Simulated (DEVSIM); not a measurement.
System: Ni/Al2O3/p-Ge capacitor, at 250 K.

| layer (left to right) | material | thickness (nm) | Na (cm⁻³) |
|---|---|---|---|
| 1 | Al2O3 | 11.0 | - |
| 2 | Ge | 18000 | 2.2e15 |

Metal gate on the left, work function 5.1 eV. Fixed charge at the semiconductor interface 0 cm⁻² (in units of +e); no interface traps.

The device is made up for the run: typed textbook-type constants, with dimensions and the other settings drawn at random. Values at 300 K; Nc and Nv go as T^1.5, mobilities as T to minus their exponent, the gap by Varshni's rule with the affinity fixed.

```csv
parameter,Al2O3,Ge
gap (eV),6.8,0.664
affinity (eV),1.35,4
permittivity,9,16
Nc (cm⁻³),-,1.04e19
Nv (cm⁻³),-,6e18
Varshni α (eV/K),-,0.000477
Varshni β (K),-,235
```

Simulated with DEVSIM: 1D Poisson equation in equilibrium, Boltzmann statistics, complete ionisation; no quantum confinement or tunnelling. Metal contacts follow the ideal Schottky-Mott rule: no Fermi-level pinning, no interface dipoles.

### Question
Give the band bending (positive: bands bend down) and minority sheet density.

### Answer

```json
[
 {"Vg (V)": "0.15", "ψs (V)": "-0.161", "minority carriers (cm⁻²)": "< 1e8"},
 {"Vg (V)": "0.3", "ψs (V)": "-0.135", "minority carriers (cm⁻²)": "< 1e8"},
 {"Vg (V)": "0.45", "ψs (V)": "-0.086", "minority carriers (cm⁻²)": "< 1e8"},
 {"Vg (V)": "0.6", "ψs (V)": "0.015", "minority carriers (cm⁻²)": "< 1e8"},
 {"Vg (V)": "0.75", "ψs (V)": "0.152", "minority carriers (cm⁻²)": "< 1e8"},
 {"Vg (V)": "0.9", "ψs (V)": "0.295", "minority carriers (cm⁻²)": "4.9e8"},
 {"Vg (V)": "1.05", "ψs (V)": "0.420", "minority carriers (cm⁻²)": "9.5e10"},
 {"Vg (V)": "1.2", "ψs (V)": "0.475", "minority carriers (cm⁻²)": "5.2e11"},
 {"Vg (V)": "1.35", "ψs (V)": "0.502", "minority carriers (cm⁻²)": "1.1e12"}
]
```
